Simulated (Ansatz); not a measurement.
Adsorption energy and surface dipole of H on the 1x1 (111) surface of fcc Cu, one in a 2x1 cell, started at the site 'top Cu', worked from the runs' numbers; total energies count from the potentials' own zero.

Method: PBE (plane waves to 420 eV, PAW; Ansatz, a first-principles code).

Slab: 9 atoms, 6.2 Å thick at the start under the adsorbate (thin: gaps and levels are the slab's own); k 6x12x1, smearing 0.1 eV, dipole-corrected; 4 atoms held, the rest relaxed; held to the start's symmetry, so lower structures may exist; no spin, no spin-orbit, no U, no dispersion correction. At the end it is bonded to 3 Cu. In PBE it is, or lies within 0.03 eV of, the lowest of the starts that converged.

```json
[
 {"quantity": "slab with the adsorbate", "value": "-53015.523 eV"},
 {"quantity": "clean slab, same cell and mesh", "value": "-52999.521 eV"},
 {"quantity": "reference, ½ H2(g)", "value": "-15.872 eV"},
 {"quantity": "area of the cell", "value": "11.41 Å²"},
 {"quantity": "change of the step from the bottom to the top vacuum level", "value": "0.009 eV"}
]
```

Problem. What is the adsorption energy against this reference?

Solution. E(slab + adsorbate) − E(slab) − E(reference) = -0.13 eV, so in this state the adsorbate is more stable than in the reference, at a coverage of 8.76 a nm².
